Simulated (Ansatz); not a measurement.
## TiC: response to strain

The parent structure is TiC in the rock salt structure (space group Fm-3m, No. 225; relaxed with 0.1 eV smearing).

```yaml
crystal:
  lattice:
    - [0.00000, 2.13046, 2.13046]
    - [2.13046, 0.00000, 2.13046]
    - [2.13046, 2.13046, 0.00000]
  atoms:
    - { symbol: Ti, position: [0.00000, 0.00000, 0.00000] }
    - { symbol: C, position: [0.50000, 0.50000, 0.50000] }
```

Cartesian axes are those of the cell as printed.

Strains are applied to the cell and any free atomic positions relax; under biaxial strain the out-of-plane vector relaxes too.

All numbers come from Ansatz (an electronic-structure program) LDA, spin-orbit coupling left out.

Candidates:
(a) biaxial strain +3.00 %, plane normal [001], relaxed out of plane
(b) biaxial strain +1.00 %, plane normal [001], relaxed out of plane
(c) biaxial strain −1.00 %, plane normal [001], relaxed out of plane
(d) biaxial strain +2.50 %, plane normal [001], relaxed out of plane
(e) biaxial strain −1.50 %, plane normal [001], relaxed out of plane

Task: Order them by out-of-plane strain, highest first.

Result: (e) biaxial strain −1.50 %, plane normal [001], relaxed out of plane (+0.68 %), (c) biaxial strain −1.00 %, plane normal [001], relaxed out of plane (+0.45 %), (b) biaxial strain +1.00 %, plane normal [001], relaxed out of plane (-0.43 %), (d) biaxial strain +2.50 %, plane normal [001], relaxed out of plane (-1.04 %), (a) biaxial strain +3.00 %, plane normal [001], relaxed out of plane (-1.23 %)

Whether these cells are dynamically stable was not tested. All final runs are without spin polarisation.
